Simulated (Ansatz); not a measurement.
LuAlO3 (R-3c, No. 167, 10 atoms in the cell; start mp-754435), treated with PBE0 in Ansatz (plane waves, PAW).

Run with plane-wave cutoff 460 eV, 6×6×6 k mesh, Fermi–Dirac smearing 0.01 eV, scalar-relativistic PAW data made under PBE.

Cell (relaxed with PBEsol):

AlLuO₃ is taken in the trigonal space group R-3c, hexagonal axes (No. 167), Pearson symbol hR10. Cell: a = 5.226 Å, b = 5.226 Å, c = 12.498 Å, α = 90.00°, β = 90.00°, γ = 120.00°. Lu on 6a has 3 O at 2.171 Å and 6 O at 2.610 Å and 3 O at 3.055 Å. Al on 6b is surrounded by 6 O at 1.886 Å (octahedral). O on 18e is coordinated by 2 Al at 1.886 Å and 1 Lu at 2.171 Å and 2 Lu at 2.610 Å and 1 Lu at 3.055 Å. (Neighbours: up to the widest gap in distance over summed covalent radii, below 1.35, at either atom; cation-cation and far metal-metal contacts left out.)
(The calculation used a cell of 10 atoms; values per cell refer to that cell.)

**Question.** Predict the band gap.

**Answer.** 
- band gap: 7.71 eV (on the SCF k mesh)

Note: cell and atoms aren't relaxed at this level (pressure 0.9 GPa).

Spin–orbit coupling is not included.

Computed values are for the static lattice.

Cost on a shared machine: roughly 8 core-minutes.

A start named mp-… is a Materials Project structure, which need not be a measured phase.

Ansatz is a first-principles code.
